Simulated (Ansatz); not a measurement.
A user runs Ansatz (an electronic-structure program) on BeTe (Pm-3m, 2 atoms in the cell) and asks whether the run is sound. The aim is a self-consistent single point with DFT, LDA (PW92), plane waves, default PAW files made with PBE.

Cell that was meant: a = 3.0626 Å, b = 3.0626 Å, c = 3.0626 Å, α = 90.00°, β = 90.00°, γ = 90.00°.

Part of the input:

Ansatz 0.2 input:
```yaml
  atoms:
    - { symbol: Be, position: [0.000000, 0.000000, 0.000000] }
    - { symbol: Te, position: [0.500000, 0.500000, 0.500000] }
basis:
  ecutwfc: 210.0
kpoints:
  mp_grid:
    grid: [9, 9, 9]
```

Output, abridged:

```
   [... lines left out ...]
PAW frozen core: Te, regenerated for the run's functional, and the local potential with it
Initial density: superposition of atomic densities (neutral atoms: chi_scale 0, normalization atom), corrected by the library's trained network
Initial wavefunctions: pseudopotential atomic-orbital guess
Eigensolver: davidson
Functional: x = slater, c = lda
SCF iter   1: F=—  HF=-6908.952500 eV  |F-HF|=—  |Δ(HF+E_count)|=         —  Δρ=4.49e-2  dr2=2.54e-1  ethr=1.77e-3  ⟨swp⟩=4.8  Hψ=2276  notcnv=0
all-band conjugate gradients solve this SCF's bands
preconditioner: auto → none
SCF iter   2: F=—  HF=-6908.649565 eV  |F-HF|=—  |Δ(HF+E_count)|=   3.03e-1  Δρ=2.09e-2  dr2=4.75e-2  ethr=1.41e-3  ⟨swp⟩=2.0  Hψ=1179  notcnv=0
SCF iter   3: F=—  HF=-6908.604165 eV  |F-HF|=—  |Δ(HF+E_count)|=   4.54e-2  Δρ=2.88e-3  dr2=2.20e-3  ethr=2.64e-4  ⟨swp⟩=2.0  Hψ=896  notcnv=0
SCF iter   4: F=—  HF=-6908.603418 eV  |F-HF|=—  |Δ(HF+E_count)|=   7.46e-4  Δρ=9.09e-4  dr2=8.27e-5  ethr=1.22e-5  ⟨swp⟩=2.9  Hψ=761  notcnv=0
SCF iter   5: F=—  HF=-6908.603371 eV  |F-HF|=—  |Δ(HF+E_count)|=   4.74e-5  Δρ=3.77e-5  dr2=1.30e-7  ethr=4.59e-7  ⟨swp⟩=2.0  Hψ=497  notcnv=0
SCF iter   6: F=-6908.603371 eV  HF=-6908.603371 eV  |F-HF|=7.75e-9  |Δ(HF+E_count)|=   1.52e-9  Δρ=2.64e-6  dr2=2.04e-9  ethr=5.56e-10  ⟨swp⟩=4.8  Hψ=1794  notcnv=0
SCF 1 converged in 6 iterations: F = -6908.603371 eV  dr2 = 2.04e-9
Free energy (F): -6908.603371 eV
Internal energy: -6908.577349 eV  (E = F + TS)
E sigma→0 (E₀):  -6908.590360 eV
Entropy (-TS):   -0.026022 eV (-13.011 meV/atom)
Fermi energy:    15.084392 eV
--- Forces (eV/Å), atoms counted from 1 ---
  atom   1  Be     0.00000000     0.00000000     0.00000000
  atom   2  Te     0.00000000    -0.00000000     0.00000000
--- Stress (GPa, compression-positive) ---
       27.286532      -0.000000       0.000000
       -0.000000      27.286532       0.000000
        0.000000       0.000000      27.286532
  P = ⅓ Tr σ = 27.2865 GPa (272.865 kbar)
  The stress holds the Pulay correction. Without it, at fixed plane waves, as pw.x and ABINIT print it: P = -135.1112 GPa
```

Can these results be used? Check the input.

The run is not sound. The fault is a basis or grid far too coarse for these potentials. Far below the cutoff that the potentials were made for, the basis cannot represent the orbitals near the nuclei, and energies, forces and above all the stress go wrong. To fix it, restore the cutoff that the potentials need and check convergence. The run converged in 6 iterations without an error; against the sound input the free energy goes up by 2.46 eV/atom and the pressure goes from 26.21 to 27.29 GPa. At a fixed set of plane waves, without the program's Pulay estimate, the pressure is -135.11 GPa against 26.15 GPa.

An input that runs soundly differs in these lines (not the only fix; some lines may just follow from the change or write a value another way):
```diff
-basis:
-  ecutwfc: 210.0
```

With that input, the run converged in 6 iterations: free energy E − TS (on the zero of these files) -6913.5245 eV; Fermi level (on the code's own zero) 15.08 eV; pressure 26.21 GPa (DFT, LDA (PW92), plane waves, default PAW files made with PBE).

On the sound input: the starting cell was generated: these elements placed on a structure prototype, without a prior relaxation; it need not be a known phase or ordering of this composition. With a pressure of about 26 GPa the cell is away from its equilibrium volume at this level. Ansatz's pressure includes its estimate of the finite-basis (Pulay) stress. The run gives no clean gap (levels at the Fermi energy touch, overlap or are partly filled at this smearing), which alone does not show that the compound is a metal.
